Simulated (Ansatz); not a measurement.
Base system: WSe2 in the 2H-MoS2 type structure (space group P6_3/mmc, No. 194; a = 3.300 Å, c = 13.151 Å; layered, stacked along the Cartesian z axis). Axes: x lies along a and z along c of the hexagonal cell.

Perturbation: compressive biaxial strain of 0.86 % in the plane normal to [001], as in epitaxy on a mismatched substrate; the out-of-plane cell vector and the atoms relax.

Levels (all Ansatz, an electronic-structure program, PAW): r2SCAN+rVV10 (500 eV, spin-orbit coupling left out); HSE06 (420 eV, scalar-relativistic without spin-orbit coupling).

The geometry is relaxed with r2SCAN+rVV10.

r2SCAN+rVV10 band gap: 1.15 eV

### Question
What does HSE06 give at this geometry for the band gap?

### Answer
The band gap rises by 0.38 eV, from 1.15 eV to 1.53 eV.

Single points use the geometry relaxed with r2SCAN+rVV10. HSE06 gaps are upper bounds (no full band path). Spin-orbit coupling, missing from the scalar runs, can matter with W. Whether these cells are dynamically stable was not tested.
